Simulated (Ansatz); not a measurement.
Functionals compared on the (111) surface of MnP-type NiSi in its 1x1 cell (cut with top plane Ni, bottom plane Ni), outermost plane spacing 0.74 Å in the ideal cut, in Ansatz (plane waves, PAW). The structure was relaxed with PBE; the other rows are single points on it, each with its references at the same level. Cutoff 420 eV (500 eV for r2SCAN).

Slab: 40 atoms, Ni20Si20, 12.3 Å thick at the start; k 7x6x1, smearing 0.1 eV, dipole-corrected; all atoms relaxed; symmetry of the start imposed; no spin (magnetic order not tried), no spin-orbit, no U. These notes are the PBE run's.

```csv
functional,surface energy (J/m²),work function of the top face (eV),rough cost of the single point
PBE,1.62,4.69,–
LDA,[?],[?],around 10 core-minutes (rough)
PBEsol,1.91,4.77,around 10 core-minutes (rough)
RPBE,1.44,4.57,around 9 core-minutes (rough)
r2SCAN,1.79,4.74,very roughly 21 core-minutes
```

Question: What belongs in the gaps?

Answer: 
- LDA, surface energy (J/m²): 2.01
- LDA, work function of the top face (eV): 4.96

Ansatz is an electronic-structure program.
